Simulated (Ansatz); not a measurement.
Response to strain in SrO

The reference is SrO in the rock salt structure (space group Fm-3m, No. 225; a = 5.1224 Å). Axes: x, y, z lie along the cube axes.

Strains are applied to the cell and any free atomic positions relax.

The values are results of PBEsol (Ansatz, a quantum-chemistry and plane-wave program), no SOC, not measurements.

Notes on the quantities. energy relative to the base: free energy F.

```tsv
uniaxial strain ε_zz (%)	energy relative to the base (meV/atom)
0	0.0
0.5	0.2
1	?
1.5	2.0
2	3.5
2.5	5.4
3	7.6
```

Fit ΔE = Aε² + Bε³ (ε in %) to the rows shown and predict the withheld row.

Least squares on the printed values gives A = 0.938 and B = -0.031 meV/atom (largest residual 0.0 meV/atom); this predicts 0.9 meV/atom, and the run gives 0.9 meV/atom, in agreement.

Stability against distortions was not tested.
